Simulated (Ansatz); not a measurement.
System: CaO (model structure, F-43m, No. 216, 2 atoms in the cell). Method: PBE0 in Ansatz (plane waves, PAW).

Run with plane-wave cutoff 460 eV, 8×8×8 k mesh, Fermi–Dirac smearing 0.01 eV, scalar-relativistic PAW data made under PBE.

The cell is the one relaxed with PBEsol. Conventional cell: a = 5.1798 Å, b = 5.1798 Å, c = 5.1798 Å, α = 90.00°, β = 90.00°, γ = 90.00°.

```xyz
2
Lattice="0.0000 2.5899 2.5899 2.5899 0.0000 2.5899 2.5899 2.5899 0.0000" Properties=species:S:1:pos:R:3 pbc="T T T"
Ca     0.0000     0.0000     0.0000
O      1.2949     1.2949     1.2949
```

Q: List the 8 lowest band energies at Γ above −25 eV (eV, relative to the valence band maximum), grouping those that round alike.

A: At Γ: -19.07 (×3), -16.26, -0.65 (×3), 5.52.

Note: the run warned that its exchange threshold was loose for the stress; the relaxation could raise the start's symmetry but not lower it, so the cell can be a saddle point; cell and atoms aren't relaxed at this level (pressure 1.7 GPa).

A model structure was made by putting elements into a prototype or built by hand; it is no filed structure, need not be a known phase, and can be a saddle point held by its symmetry.

Ansatz is a program for electronic structure.
